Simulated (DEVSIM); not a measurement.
**Al0.35Ga0.65As/GaAs p-n heterojunction**

Device: Al0.35Ga0.65As/GaAs p-n heterojunction, at 300 K.

```
layer (left to right)        material  thickness (μm)  Nd (cm⁻³)  Na (cm⁻³)  τn (s)  τp (s)
---------------------  --------------  --------------  ---------  ---------  ------  ------
1                      Al0.35Ga0.65As           0.450          -     1.3e18  2.3e-8  2.3e-8
2                                GaAs            3.10     6.7e15          -  2.3e-8  2.3e-8
```

Left contact: ohmic. Right contact: ohmic. Voltage is applied to the left contact. Recombination: SRH at mid-gap, radiative, Auger. Mobility is constant in doping.

The device is made up for the run: typed textbook-type constants, with dimensions and the other settings drawn at random. Values at 300 K.

```csv
parameter,Al0.35Ga0.65As,GaAs
gap (eV),1.8604,1.424
affinity (eV),3.7935,4.07
permittivity,11.91,12.9
Nc (cm⁻³),7.44e17,4.7e17
Nv (cm⁻³),9e18,9e18
μn (cm²/Vs),3495,8500
μp (cm²/Vs),176,400
B (cm³/s),2e-10,2e-10
Cn (cm⁶/s),1e-30,1e-30
Cp (cm⁶/s),1e-30,1e-30
```

Simulated with DEVSIM: 1D drift-diffusion, Boltzmann statistics, complete ionisation; no tunnelling, impact ionisation, image-force lowering or self-heating. Band offsets follow the typed affinities; no thermionic-emission limit at abrupt steps, no polarisation charge.

* **Potential step across the device at zero bias**: 1.424 V
* **Largest field in the device at zero bias**: 200000 V/cm
* **Dark forward voltage at 1 A/cm²**: 1.030 V
* **Dark forward voltage at 100 A/cm²**: 1.171 V

Dark forward current:

```json
[
 {"V (V)": "0.05", "J (A/cm²)": "3.8e-11"},
 {"V (V)": "0.10", "J (A/cm²)": "1.3e-10"},
 {"V (V)": "0.15", "J (A/cm²)": "3.8e-10"},
 {"V (V)": "0.20", "J (A/cm²)": "1.1e-9"},
 {"V (V)": "0.25", "J (A/cm²)": "2.9e-9"},
 {"V (V)": "0.30", "J (A/cm²)": "7.8e-9"},
 {"V (V)": "0.35", "J (A/cm²)": "2.1e-8"},
 {"V (V)": "0.40", "J (A/cm²)": "5.8e-8"},
 {"V (V)": "0.45", "J (A/cm²)": "1.6e-7"},
 {"V (V)": "0.50", "J (A/cm²)": "4.4e-7"},
 {"V (V)": "0.55", "J (A/cm²)": "1.2e-6"},
 {"V (V)": "0.60", "J (A/cm²)": "3.4e-6"},
 {"V (V)": "0.65", "J (A/cm²)": "9.7e-6"},
 {"V (V)": "0.70", "J (A/cm²)": "2.9e-5"},
 {"V (V)": "0.75", "J (A/cm²)": "9.4e-5"},
 {"V (V)": "0.80", "J (A/cm²)": "0.00035"},
 {"V (V)": "0.85", "J (A/cm²)": "0.0016"},
 {"V (V)": "0.90", "J (A/cm²)": "0.0084"},
 {"V (V)": "0.95", "J (A/cm²)": "0.050"},
 {"V (V)": "1.00", "J (A/cm²)": "0.32"},
 {"V (V)": "1.05", "J (A/cm²)": "2.1"},
 {"V (V)": "1.10", "J (A/cm²)": "12"},
 {"V (V)": "1.15", "J (A/cm²)": "58"},
 {"V (V)": "1.20", "J (A/cm²)": "210"},
 {"V (V)": "1.25", "J (A/cm²)": "660"},
 {"V (V)": "1.30", "J (A/cm²)": "1900"},
 {"V (V)": "1.35", "J (A/cm²)": "4800"}
]
```

Dark reverse current:

```json
[
 {"V (V)": "-0.10", "J (A/cm²)": "-3.2e-11"},
 {"V (V)": "-0.25", "J (A/cm²)": "-6.4e-11"},
 {"V (V)": "-0.50", "J (A/cm²)": "-1.1e-10"},
 {"V (V)": "-0.75", "J (A/cm²)": "-1.5e-10"},
 {"V (V)": "-1.00", "J (A/cm²)": "-1.9e-10"},
 {"V (V)": "-1.50", "J (A/cm²)": "-2.6e-10"},
 {"V (V)": "-2.00", "J (A/cm²)": "-3.2e-10"},
 {"V (V)": "-2.50", "J (A/cm²)": "-3.7e-10"},
 {"V (V)": "-3.25", "J (A/cm²)": "-4.4e-10"},
 {"V (V)": "-4.00", "J (A/cm²)": "-5.1e-10"},
 {"V (V)": "-5.00", "J (A/cm²)": "-5.9e-10"}
]
```
